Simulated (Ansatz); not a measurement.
For YSi (model structure, from the WC type, P-6m2, No. 187), PBE-D3(BJ) (Ansatz, a first-principles code, plane waves, PAW) gives:

* **equilibrium lattice constant a**: 3.577 Å
* **lattice parameter c**: 4.163 Å

Q: What does r²SCAN in Ansatz (plane waves, PAW) give for the same quantities?

A: 
- lattice constant a: 3.749 Å (increases by 4.8 %)
- lattice parameter c: 4.059 Å (shrinks by 2.5 %)

Changes are worked out from the printed values.

Unless a cell is named, each level is at its own relaxed cell (PBE-D3(BJ) 23.07, r²SCAN 24.71 Å³/atom).

Ansatz's density-functional and Hartree–Fock values are scalar-relativistic unless marked +SOC, with PAW data made under PBE.

A model structure was made by putting elements into a prototype or built by hand; it is no filed structure, need not be a known phase, and can be a saddle point held by its symmetry.
